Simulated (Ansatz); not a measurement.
Start from Ca in the fcc (Cu type) structure (space group Fm-3m, No. 225; relaxed with 0.1 eV smearing).

```xyz
1
Lattice="0.0000 2.7279 2.7279 2.7279 0.0000 2.7279 2.7279 2.7279 0.0000" Properties=species:S:1:pos:R:3 pbc="T T T"
Ca     0.0000     0.0000     0.0000
```

Cartesian axes are those of the cell as printed.

All numbers come from Ansatz (an electronic-structure program) PBEsol, scalar-relativistic without spin-orbit coupling.

It is then changed as follows: biaxial strain −0.42 %, plane normal [111], relaxed out of plane (Cartesian); in-plane vectors clamped, the third vector and the atoms free.

**Question.** What happens to the in-plane stress?

**Answer.** The mean in-plane stress (compression positive) is +0.2 GPa.

**Question.** What happens to the out-of-plane strain?

**Answer.** The out-of-plane strain amounts to +0.19 %.

Stability against distortions was not tested.
